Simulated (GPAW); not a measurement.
A self-consistent single point of Al3Ir (P6_3/mmc, 8 atoms in the cell) with GPAW.

Method: PBEsol, GPAW PAW datasets PBEsol (made by gpaw-setup) (plane waves; GPAW).

The change in words: lattice scaled by 0.98. Reference geometry:
```
CELL_PARAMETERS angstrom
      4.37347     0.00000     0.00000
     -2.18673     3.78753     0.00000
      0.00000     0.00000     7.92811
ATOMIC_POSITIONS crystal
  Al 0.00000 0.00000 0.25000
  Al 0.00000 0.00000 0.75000
  Al 0.33333 0.66667 0.57989
  Al 0.66667 0.33333 0.42011
  Al 0.66667 0.33333 0.07989
  Al 0.33333 0.66667 0.92011
  Ir 0.33333 0.66667 0.25000
  Ir 0.66667 0.33333 0.75000
```

Reference input (self-consistent single point, DFT PBEsol, plane waves, GPAW PAW datasets PBEsol (made by gpaw-setup)): mode = pw; ecut = 600 eV; xc = PBEsol; kpts = 7 7 4; mesh shift (steps) = 0 0 0; occupations.name = methfessel-paxton; occupations.width = 0.136 eV; occupations.order = 0; nbands = -16; convergence.forces = 0.001 eV/Å; symmetry.symmorphic = false; symmetry.tolerance = 0.0005. This run's input differs from it in these lines:

```diff
@@ -5,13 +5,13 @@
 atoms = Atoms(['Al', 'Al', 'Al', 'Al', 'Al', 'Al', 'Ir', 'Ir'],
-              cell=[[4.373467, 0.000000, 0.000000],
-                    [-2.186734, 3.787534, 0.000000],
-                    [0.000000, 0.000000, 7.928107]],
-              positions=[[0.000000, 0.000000, 1.982027],
-                         [0.000000, 0.000000, 5.946080],
-                         [-0.000003, 2.525024, 4.597430],
-                         [2.186736, 1.262510, 3.330677],
-                         [2.186736, 1.262510, 0.633376],
-                         [-0.000003, 2.525024, 7.294731],
-                         [-0.000003, 2.525024, 1.982027],
-                         [2.186736, 1.262510, 5.946080]],
+              cell=[[4.285998, 0.000000, 0.000000],
+                    [-2.142999, 3.711783, 0.000000],
+                    [0.000000, 0.000000, 7.769545]],
+              positions=[[0.000000, 0.000000, 1.942386],
+                         [0.000000, 0.000000, 5.827159],
+                         [-0.000002, 2.474523, 4.505481],
+                         [2.143001, 1.237260, 3.264064],
+                         [2.143001, 1.237260, 0.620709],
+                         [-0.000002, 2.474523, 7.148836],
+                         [-0.000002, 2.474523, 1.942386],
+                         [2.143001, 1.237260, 5.827159]],
               pbc=True)
```

Output, abridged:

```
     iter     time        total  log10-change:
                         energy   eigst   dens  force
iter:   1 --:--:--   -50.992689
iter:   2 --:--:--   -50.968486   -0.83  -1.02
iter:   3 --:--:--   -50.448723   -1.55  -1.04
iter:   4 --:--:--   -50.339253   -2.28  -1.22
iter:   5 --:--:--   -50.327392   -1.72  -1.52
iter:   6 --:--:--   -50.297625   -2.92  -1.98
iter:   7 --:--:--   -50.258688   -2.62  -1.87
iter:   8 --:--:--   -50.254431   -3.88  -2.32
iter:   9 --:--:--   -50.256292c  -3.73  -2.49
iter:  10 --:--:--   -50.253145c  -3.77  -2.63
iter:  11 --:--:--   -50.253112c  -5.53  -3.30
iter:  12 --:--:--   -50.253104c  -6.52  -3.40
iter:  13 --:--:--   -50.253098c  -5.81  -3.42
iter:  14 --:--:--   -50.253093c  -6.96  -3.72
iter:  15 --:--:--   -50.253092c  -7.50c -3.84
iter:  16 --:--:--   -50.253091c  -7.30  -3.86
iter:  17 --:--:--   -50.253085c  -7.26  -3.91
iter:  18 --:--:--   -50.253082c  -7.38  -4.09c
iter:  19 --:--:--   -50.253082c  -7.77c -4.16c
iter:  20 --:--:--   -50.253083c  -8.29c -4.25c -3.33c
Converged after 20 iterations.

Dipole moment: (-0.000000, 0.000000, -0.000000) |e|*Ang

Energy contributions relative to reference atoms: (reference = -1008236.530004)

Kinetic:        +38.614280
Potential:      -26.079400
External:        +0.000000
XC:             -62.397721
Entropy (-ST):   -0.018604
Local:           -0.380939
SIC:             +0.000000
--------------------------
Free energy:    -50.262385
Extrapolated:   -50.253083

Showing only first 2 kpts
 Kpt  Band  Eigenvalues  Occupancy
  0    22      9.55684    0.04073
  0    23     10.30881    0.00000
  0    24     10.83881    0.00000
  0    25     10.83881    0.00000

  1    22      9.75454    0.00004
  1    23     10.09798    0.00000
  1    24     10.26715    0.00000
  1    25     10.26716    0.00000

Fermi level: 9.36005

No gap
   [... lines left out ...]
  2 Al    0.00000    0.00000   -0.05617
  3 Al    0.00000   -0.00000    0.05617
  4 Al    0.00000   -0.00000   -0.05617
  5 Al   -0.00000    0.00000    0.05617
  6 Ir    0.00000    0.00000    0.00000
  7 Ir   -0.00000   -0.00000    0.00000

Stress tensor:
     0.009913    -0.000000     0.000000
    -0.000000     0.009913     0.000000
     0.000000     0.000000     0.010178
Stress (GPa, Voigt): [ 1.5882  1.5882  1.6306  0.      0.     -0.    ]
```

The run converged in 20 iterations. GPAW prints stress with tension positive. Against the reference run the free energy falls by 35.3 meV/atom, the pressure goes from -9.74 to -1.60 GPa and the largest force goes from 0.075 to 0.056 eV/Å.

The starting cell comes from a database of computed structures (which also holds hypothetical and non-ambient phases and stackings), without a prior relaxation at this level. Its lattice was rescaled by a random factor within 2.5 % of one. For this run, on top of that: lattice scaled by 0.98. Spin polarisation is off.

Cost on one core of a shared machine: roughly 80 s.
